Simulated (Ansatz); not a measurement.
The starting structures come from a database of crystals and need not be the phases stable at ambient conditions.

 Where the default PAW files enter, the runs use the earlier of Ansatz's two default sets.

Data:

```
CELL_PARAMETERS angstrom
      5.35089     0.00000     0.00000
      2.67544     4.63401     0.00000
      2.67545     1.54467     4.74148
ATOMIC_POSITIONS crystal
  Zn 0.28407 0.28407 0.14779
  Zn 0.78407 0.78407 0.64779
  Sn 0.00184 0.00184 0.99448
  Sn 0.50184 0.50184 0.49448
  O  0.60710 0.21281 0.28732
  O  0.21281 0.89277 0.28732
  O  0.89277 0.60710 0.28732
  O  0.39277 0.71281 0.78732
  O  0.10710 0.39277 0.78732
  O  0.71281 0.10710 0.78732
```

Space group of this cell: R3c. The cell is taken as given; by PBEsol its mean pressure is -7.1 GPa.

The current runs along the normal of the first two printed vectors, the (001) plane. All runs by Ansatz (a program for electronic structure), plane waves and PAW, without spin-orbit coupling; the base is PBEsol.

| run | mean pressure (GPa) | gap (eV) | mid-gap κ (1/Å) |
|---|---|---|---|
| base | -7.1 | 0.99 | 0.119 |
| all lengths scaled by 0.98 | 3.8 | 1.42 | 0.154 |
| all lengths scaled by 1.02 | -15.1 | 0.61 | 0.085 |
| lda in place of pbesol | -12.6 | 0.98 | 0.119 |
| lengths across the current scaled by 0.98, ions clamped | 0.2 | ? | ? |
| lengths across the current scaled by 1.02, ions clamped | -13.0 | 0.74 | 0.094 |
| lengths along the current scaled by 0.97, ions clamped | -2.6 | ? | ? |
| lengths along the current scaled by 1.03, ions clamped | -10.9 | ? | ? |

Question: Some entries are withheld; supply them.

Answer: 
- lengths across the current scaled by 0.98, ions clamped, gap (eV): 1.25
- lengths across the current scaled by 0.98, ions clamped, mid-gap κ (1/Å): 0.142
- lengths along the current scaled by 0.97, ions clamped, gap (eV): 1.21
- lengths along the current scaled by 0.97, ions clamped, mid-gap κ (1/Å): 0.134
- lengths along the current scaled by 1.03, ions clamped, gap (eV): 0.75
- lengths along the current scaled by 1.03, ions clamped, mid-gap κ (1/Å): 0.102
